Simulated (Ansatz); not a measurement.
## GaAs, pressure series

Consider GaAs in the zinc blende structure (space group F-43m, No. 216; a = 5.659 Å).

Cell and atoms are relaxed at each pressure.

Computed with PBEsol (Ansatz, a program for electronic structure), without spin-orbit coupling.

Two rows of this table had their results exchanged by mistake.

```tsv
pressure	volume per atom (Å³)	shortest distance (Å)	band gap
pressure −2 GPa	23.37	2.476	0.19 eV
pressure −1 GPa	22.99	2.463	0.31 eV
pressure 0.9 GPa	17.70	2.257	0.79 eV
pressure 2.1 GPa	22.02	2.427	0.63 eV
pressure 4.5 GPa	21.40	2.404	0.85 eV
pressure 9 GPa	20.45	2.368	1.14 eV
pressure 15 GPa	19.45	2.329	1.03 eV
pressure 22.5 GPa	18.48	2.290	0.90 eV
pressure 30 GPa	22.37	2.440	0.51 eV
```

Task: Which two?

Result: The rows for pressure 0.9 GPa and pressure 30 GPa: the volume has to fall steadily with pressure, so 22.37 Å³ belongs to pressure 0.9 GPa and 17.70 Å³ to pressure 30 GPa.

Load acts through the strain it causes; cell and atoms are relaxed under it. Whether these cells are dynamically stable was not tested. Measured, GaAs leaves this structure (for a Cmcm phase) near 15 GPa (room temperature; as listed in arXiv:1906.07825). A zero or small gap of GaAs under pressure −2 GPa can be the functional's error rather than a property of the material.
